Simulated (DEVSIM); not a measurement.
Structure: Co/Al2O3/p-Si capacitor, at 300 K.

| layer (left to right) | material | thickness (nm) | Na (cm⁻³) |
|---|---|---|---|
| 1 | Al2O3 | 8.00 | - |
| 2 | Si | 2800 | 4.2e16 |

Metal gate on the left, work function 5 eV. Fixed charge at the semiconductor interface 9.5e10 cm⁻² (in units of +e); no interface traps.

Constants are typed, rounded textbook-type inputs, not results; the design itself was drawn at random and stands for no fabricated device. Values at 300 K.

```csv
parameter,Al2O3,Si
gap (eV),6.8,1.124
affinity (eV),1.35,4.05
permittivity,9,11.7
Nc (cm⁻³),-,2.86e19
Nv (cm⁻³),-,3.1e19
```

Model (solved in DEVSIM): 1D Poisson equation in equilibrium, Boltzmann statistics, complete ionisation; no quantum confinement or tunnelling. Metal contacts follow the ideal Schottky-Mott rule: no Fermi-level pinning, no interface dipoles.

Base results: threshold voltage (band bending 2φF) (V) 0.87; flat-band voltage (V) -0.02; capacitance of the dielectric stack (μF/cm²) 0.996; minimum of the low-frequency capacitance (μF/cm²) 0.0709.

Question: What follows from this one change: Al2O3 thickness 0.008 → 0.0096 μm?

Answer: threshold voltage (band bending 2φF) 0.87 → 0.89 V; flat-band voltage little changed (-0.02 V); capacitance of the dielectric stack 0.996 → 0.830 μF/cm²; minimum of the low-frequency capacitance 0.0709 → 0.0687 μF/cm².

Question: What follows from this one change: gate work function 5 → 5.3 eV?

Answer: threshold voltage (band bending 2φF) 0.87 → 1.17 V; flat-band voltage -0.02 → 0.28 V; capacitance of the dielectric stack little changed (0.996 μF/cm²); minimum of the low-frequency capacitance little changed (0.0709 μF/cm²).
